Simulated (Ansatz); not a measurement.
# SnO2: stress against strain

SnO2 (rutile, P4_2/mnm, 12.578 Å³/atom at rest, c along z) under a strain ε along c (axis z), the other axes held. PBE in Ansatz, a plane-wave DFT program (PAW, default set), 420 eV, 7×7×10 Γ-centred mesh, Fermi-Dirac smearing 0.05 eV; ions are relaxed within the symmetry of each cell. Stress is positive for a compressed cell.

Here s stands for strain and y for stress zz.

| strain (%) | stress zz (GPa) |
|---|---|
| -3.00 | ? |
| -1.20 | 4.70 |
| -0.60 | 2.31 |
| 0.00 | 0.00 |
| 0.60 | -2.21 |
| 1.20 | -4.32 |

Taking a straight line for y over the 5 complete rows: Means: s 0, y 0.096. About the means, the sum of products is -13.536 and the sum of squares of s is 3.6000; the slope is their ratio. Least squares gives y = 0.096 - 3.7600·s. Residuals (row less fit): 0.092, -0.042, -0.096, -0.050, 0.096; standard error 0.102 (degrees of freedom: 3). The slope gives the elastic constant C33 = 376 ± 5 GPa.

**Question.** Estimate the missing y (s = -3.00); what did the run itself give?

**Answer.** y = 0.096 - 3.7600 × (-3.0) = 11.376 GPa. The calculation gives 12.47 GPa, 1.094 GPa above the prediction (6.5 % of the range of y in the table). The row lies outside the fitted rows, so this is an extrapolation. From the scatter of the fitted rows alone, a prediction at this place has a standard error of 0.196 GPa, so the miss is 5.6 times that.

One order more, fitted to all 11 runs of the series, follows each within 0.01, so the miss is the next term of a smooth law. Rows are the converged runs of the series near zero and its far end; series whose fitted rows scatter by over a few per cent of the range, as at a crossing or softening among them, aren't shown in this form. Most that stay on the fit to the last digits aren't either.
